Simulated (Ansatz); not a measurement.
The reference is SiO₂ in the rutile structure (space group P4_2/mnm, No. 136).

```cif
data_O4Si2
_chemical_formula_sum 'Si2 O4'
_space_group_name_H-M_alt 'P 1'
_space_group_IT_number 1
_cell_length_a 4.23617
_cell_length_b 4.23617
_cell_length_c 2.69043
_cell_angle_alpha 90.000
_cell_angle_beta 90.000
_cell_angle_gamma 90.000
loop_
_space_group_symop_operation_xyz
  'x, y, z'
loop_
_atom_site_label
_atom_site_type_symbol
_atom_site_fract_x
_atom_site_fract_y
_atom_site_fract_z
_atom_site_occupancy
Si1 Si 0.00000 0.00000 0.00000 1
Si2 Si 0.50000 0.50000 0.50000 1
O1 O 0.30699 0.30699 0.00000 1
O2 O 0.80699 0.19301 0.50000 1
O3 O 0.19301 0.80699 0.50000 1
O4 O 0.69301 0.69301 0.00000 1
```

The values are results of PBE (Ansatz, a program for electronic structure; PAW; 420 eV plane waves; no spin-orbit coupling), not measurements.

For the base:

Valence-band top at Γ: 0.00, -0.85, -0.85 eV
Lattice parameter a: 4.236 Å
Electron mass: 0.36 mₑ along c, 0.45 mₑ across (at Γ)

Perturbation: cell and atoms relaxed at a pressure of 22.5 GPa.

What does the calculation give for the valence-band top at Γ after the change?

The valence-band top at Γ (three highest levels, from the VBM) changes from 0.00, -0.85, -0.85 eV to 0.00, -0.92, -0.92 eV.

Estimate the effect on the mean gap deformation potential ΔEg/Δln V.

The mean gap deformation potential ΔEg/Δln V is -15.7 eV.

What does the calculation give for the lattice parameter a after the change?

The lattice parameter a drops by 0.119 Å to 4.117 Å.

Estimate the effect on the electron mass.

The electron mass changes from 0.36 mₑ along c, 0.45 mₑ across (at Γ) to 0.40 mₑ along c, 0.52 mₑ across (at Γ).

Load acts through the strain it causes; cell and atoms are relaxed under it. Masses are band curvatures over ±0.01 Å⁻¹ around the edge. No phonon test of stability was made. No other phases were tried under pressure.
